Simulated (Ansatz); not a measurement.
An ideal cubic perovskite cell is held by its symmetry; such compounds can tilt or shift off centre at room temperature. Cells marked so need not be the phases stable at ambient conditions, and some may be hypothetical.

 Where the default PAW files enter, the runs use the earlier of Ansatz's two default sets.

No gap correction and no spin-orbit coupling; mid-gap values are interpolated between computed energies.

A. Li2H6Pt (Fm-3m, not sure to be the ambient phase, 9 atoms a cell, 8.2 Å³ an atom), along the normal of (110)
B. CdCO3 (R-3c, not sure to be the ambient phase, 10 atoms a cell, 11.6 Å³ an atom), along the normal of (101)
C. RbMgF3 (Pm-3m, cubic perovskite, not sure to be the ambient phase, 5 atoms a cell, 13.4 Å³ an atom), along the normal of (001)
D. MgPb2WO6 (Fm-3m, not sure to be the ambient phase, 10 atoms a cell, 13.2 Å³ an atom, -8 GPa at this level), along the normal of (111)

Order them by mid-gap decay constant of the slowest evanescent state (lowest first) at the level r2SCAN run with Ansatz (a first-principles code).

D (0.25 1/Å), A (0.30 1/Å), B (0.37 1/Å), C (0.55 1/Å)
